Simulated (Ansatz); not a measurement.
WP (model structure, started from the NbAs type, I4₁md, No. 109, 4 atoms in the cell), treated with LDA (Ansatz, a program for electronic structure, PAW).

Numerical settings: plane-wave cutoff 520 eV, 24×24×24 k mesh, Fermi–Dirac smearing 0.05 eV, no spin polarisation, scalar-relativistic PAW data made under PBE.

Cell (relaxed at this level):

```
CELL_PARAMETERS angstrom
     -1.59545     1.59545     5.52471
      1.59545    -1.59545     5.52471
      1.59545     1.59545    -5.52471
ATOMIC_POSITIONS crystal
  W  0.49923 0.49923 0.00000
  W  0.24923 0.74923 0.50000
  P  0.91677 0.91677 0.00000
  P  0.66677 0.16677 0.50000
```

### Question
Predict the bulk modulus.

### Answer

- bulk modulus: 268 GPa

Note: the run has no spin polarisation, so it can have missed a magnetic state; the bulk modulus is −V dP/dV from two relaxed cells at ±2 % in volume; the relaxation could raise the start's symmetry but not lower it, so the cell can be a saddle point.

Spin–orbit coupling is not included; it can open a gap where bands touch, and shift volumes and moduli.

Static lattice: no zero-point or thermal effects.

A model structure was made by putting elements into a prototype or built by hand; it is no filed structure, need not be a known phase, and can be a saddle point held by its symmetry.
